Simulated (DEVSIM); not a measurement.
Structure: Ti/SiO2/p-Si capacitor, at 300 K.

Layer 1 from the left is SiO2, thickness (nm) 8.00. Layer 2 from the left is Si, thickness (nm) 3400, Na (cm⁻³) 2.8e16.

Metal gate on the left, work function 4.33 eV. Fixed charge at the semiconductor interface 1.2e10 cm⁻² (in units of +e); no interface traps.

Constants are typed, rounded textbook-type inputs, not results; the design itself was drawn at random and stands for no fabricated device. Values at 300 K.

SiO2: gap (eV) 9, affinity (eV) 0.9, permittivity 3.9. Si: gap (eV) 1.124, affinity (eV) 4.05, permittivity 11.7, Nc (cm⁻³) 2.86e19, Nv (cm⁻³) 3.1e19.

### Question
Estimate by hand the flat-band voltage, the threshold voltage, and compare with a numerical solution.

### Answer

- Flat-band voltage: C = 0.432 μF/cm², work-function difference -0.663 V; VFB = φms − qNf/C = -0.67 V; numerical -0.67 V.
- Threshold voltage: φF = 0.382 V, depletion charge √(4εqNφF) = 8.42e-8 C/cm²; VT = VFB + 2φF + Qd/C = 0.29 V; numerical 0.29 V.

DEVSIM, 1D Poisson equation in equilibrium, Boltzmann statistics, complete ionisation; no quantum confinement or tunnelling. Metal contacts follow the ideal Schottky-Mott rule: no Fermi-level pinning, no interface dipoles.
